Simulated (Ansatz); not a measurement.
The structure below was relaxed with r2SCAN in Ansatz (plane waves to 500 eV, PAW, no spin-orbit coupling).

```
Zr
1.0
   -1.79014     1.79014     1.79014
    1.79014    -1.79014     1.79014
    1.79014     1.79014    -1.79014
Zr
1
Cartesian
  0.00000   0.00000   0.00000
```

Task: Find the space group and the Wyckoff positions.

Result: Space group Im-3m (No. 229); a = b = c = 3.5803 Å, α = β = γ = 90.00°

```json
[
 {"atom": "Zr", "site": "2a", "symmetry": "m-3m", "x": "0.0000", "y": "0.0000", "z": "0.0000"}
]
```

No phonon test of stability was made. The final runs are not spin-polarised. The cell was made from Mo by this change: Mo → Zr; the result is a model cell. This is not the structure that Zr has at room temperature and ambient pressure.

Ansatz is an electronic-structure program.
